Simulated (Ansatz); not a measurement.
germanium (1 1 1) on silicon (1 1 1) (film strained to the substrate, faces as cut)

A periodic stack without vacuum, germanium (1 1 1) on silicon (1 1 1) (film strained to the substrate, faces as cut): substrate slab Si10, film Ge8, surface cells [[0, -1], [1, -1]] and [[1, -1], [1, 0]], film strained by -5.0 and -5.0 %, faces Si/Si and Ge/Ge as cut (like faces can put a slab off its formula).

The start was prepared with a machine-learned potential, and the result is one local minimum, with the in-plane cell held and forces under 0.04 eV/Å; the film can end far from its bulk form.

These are PBE (plane waves to 420 eV, PAW; Ansatz, a quantum-chemistry and plane-wave program) values and carry that method's errors. No spin–orbit coupling; the runs are not spin-polarised; PBE gaps are too small against experiment. Its k-point mesh 7×7×1, Fermi–Dirac width 0.05 eV.

The interface area is 13.0 Å² and the period comes out as 29.31 Å. The gaps between the outermost planes at the two interfaces is 0.84 and 0.84 Å and the Ge–Si contacts across the interfaces within 1.22 times the sum of covalent radii comes out as 6, mean 2.39 Å.

```yaml
crystal:
  lattice:
    - [3.86784, -0.00006, 0.02052]
    - [1.93386, 3.34954, 0.04150]
    - [-0.15038, -0.25795, 29.30659]
  atoms:
    - { symbol: Si, position: [0.57456, 0.22025, 0.01187] }
    - { symbol: Si, position: [0.57356, 0.22142, 0.09241] }
    - { symbol: Si, position: [0.90676, 0.55479, 0.11923] }
    - { symbol: Si, position: [0.90539, 0.55579, 0.20003] }
    - { symbol: Si, position: [0.23869, 0.88910, 0.22685] }
    - { symbol: Si, position: [0.23876, 0.88924, 0.30763] }
    - { symbol: Si, position: [0.57217, 0.22243, 0.33445] }
    - { symbol: Si, position: [0.57358, 0.22052, 0.41525] }
    - { symbol: Si, position: [0.90707, 0.55359, 0.44207] }
    - { symbol: Si, position: [0.90812, 0.55290, 0.52261] }
    - { symbol: Ge, position: [0.24154, 0.88606, 0.55123] }
    - { symbol: Ge, position: [0.24217, 0.88552, 0.63605] }
    - { symbol: Ge, position: [0.90884, 0.55214, 0.66730] }
    - { symbol: Ge, position: [0.90807, 0.55319, 0.75161] }
    - { symbol: Ge, position: [0.57475, 0.21979, 0.78287] }
    - { symbol: Ge, position: [0.57566, 0.21907, 0.86716] }
    - { symbol: Ge, position: [0.24235, 0.88566, 0.89841] }
    - { symbol: Ge, position: [0.24129, 0.88693, 0.98325] }
```
